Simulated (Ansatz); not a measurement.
VN in the zinc blende structure (space group F-43m, No. 216; a model cell, its experimental status unchecked)

```yaml
crystal:
  lattice:
    - [0.00000, 2.19141, 2.19141]
    - [2.19141, 0.00000, 2.19141]
    - [2.19141, 2.19141, 0.00000]
  atoms:
    - { symbol: N, position: [0.75000, 0.75000, 0.75000] }
    - { symbol: V, position: [0.00000, 0.00000, 0.00000] }
```

Level of theory: Kohn–Sham DFT with the PBEsol functional, run in Ansatz (a first-principles code) with PAW and 420 eV plane waves, no SOC. Γ-centred 18×18×18 mesh, Fermi–Dirac width 0.05 eV.

Volume per atom: 10.52 Å³
Density: 5.12 g/cm³
Band gap: zero
Total energy: -1632.843 eV/atom (σ→0; compares only within this code and set-up)

Whether these cells are dynamically stable was not tested. Seeded moments were not kept for the base. The final runs are not spin-polarised.
